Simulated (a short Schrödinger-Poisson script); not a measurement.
From a short Schrödinger-Poisson script (our own, NumPy): one-band effective-mass equation with BenDaniel-Duke matching, electrons, heavy and light holes apart, hard walls at the outer ends, one valence edge for both holes (no strain splitting), no charge, excitons, band mixing or non-parabolicity; under a field the levels are quasi-bound states of a box, listed while three quarters of their weight lies within 4 nm of the wells.

Structure: coupled double GaAs/Al0.2Ga0.8As quantum well.

```
layer      material  thickness (nm)
-----  ------------  --------------
1      Al0.2Ga0.8As              20
2              GaAs              20
3      Al0.2Ga0.8As               3
4              GaAs              20
5      Al0.2Ga0.8As              20
```

Constants are typed, rounded textbook-type inputs, not results; the design itself was drawn at random and stands for no fabricated device. GaAs: direct gap (eV) 1.424, conduction-band edge (eV) 0, electron mass (mₑ) 0.067, heavy-hole mass 0.377, light-hole mass 0.09. Al0.2Ga0.8As: direct gap (eV) 1.673, conduction-band edge (eV) 0.158, electron mass (mₑ) 0.0836, heavy-hole mass 0.397, light-hole mass 0.108.

The valence-band edge of each layer lies one gap below its conduction-band edge. The electron's potential energy rises along the stack by the applied field. Mesh 0.03 nm at interfaces.

Gate and field steps stay those of the base.

One input was changed, with this effect: hh1 − lh1 4.2 → 3.8 meV; e1 above the well's band edge little changed (8.9 meV); e2 − e1 little changed (1.2 meV); shift of e1-hh1 at 15.8 kV/cm little changed (-41.8 meV).

**Question.** Which change was it?
(A) width of the first well 20 → 32 nm
(B) heavy-hole mass in both wells 0.377 → 0.3 mₑ

**Answer.** B, heavy-hole mass in both wells 0.377 → 0.3 mₑ

Excitons are left out, and strain enters only through the typed gaps and offsets, so measured lines lie elsewhere.
